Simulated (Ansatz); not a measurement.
Functionals compared on the (110) surface of MnP-type NiSi in its 1x1 cell (cut with top plane 2 Ni, bottom plane 2 Ni), outermost plane spacing 0.53 Å in the ideal cut (one of several cuts of this face), with 2 Ni a cell over the bulk's ratio, in Ansatz (plane waves, PAW). The structure was relaxed with PBE; the other rows are single points on it. Cutoff 420 eV (500 eV for r2SCAN).

Set-up: 30 atoms, Ni16Si14, 9.9 Å thick at the start (thin: gaps and levels are the slab's own); mesh 7x6x1; 0.1 eV smearing; dipole correction on; all atoms relaxed; start symmetry kept, larger cells not searched; no spin (magnetic order not tried), no spin-orbit, no U. These notes are the PBE run's.

```
functional  work function of the top face (eV)         rough cost of the single point
----------  ----------------------------------  -------------------------------------
PBE                                       4.48                                      –
LDA                                       4.79                 roughly 9 core-minutes
PBEsol                                    4.57          around 7 core-minutes (rough)
RPBE                                         …  about 9 core-minutes (a rough figure)
r2SCAN                                    4.51                roughly 18 core-minutes
```

Problem. Complete the blanks.

Solution. 
- RPBE, work function of the top face (eV): 4.34

Ansatz is a program for electronic structure.
